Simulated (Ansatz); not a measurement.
Take Ga₂O₃ in the corundum structure (space group R-3c, No. 167) as the base.

Ga₂O₃ is taken in the trigonal space group R-3c, hexagonal axes (No. 167), the corundum structure, Pearson symbol hR10. Cell: a = 4.950 Å, b = 4.950 Å, c = 13.306 Å, α = 90.00°, β = 90.00°, γ = 120.00°. Ga on 12c is surrounded by 3 O at 1.911 Å and 3 O at 2.056 Å. O on 18e is coordinated by 2 Ga at 1.911 Å and 2 Ga at 2.056 Å. (Neighbours: up to the widest gap in distance over summed covalent radii, below 1.35, at either atom; cation-cation and far metal-metal contacts left out.)
(The calculation used a cell of 10 atoms; values per cell refer to that cell.)

Computed with LDA (Ansatz, an electronic-structure program, PAW, scalar-relativistic without spin-orbit coupling).

Before the change:

* **Band gap**: 3.04 eV

Perturbation: the cell is scaled by 0.9850 in all directions, atoms relaxed at fixed cell.

**Question.** What happens to the energy relative to the base and band gap?

**Answer.** The energy goes up by 15 meV/atom; the band gap increases by 0.51 eV, from 3.04 eV to 3.55 eV.

The cells carry an imposed strain or load. Stability against distortions was not tested.
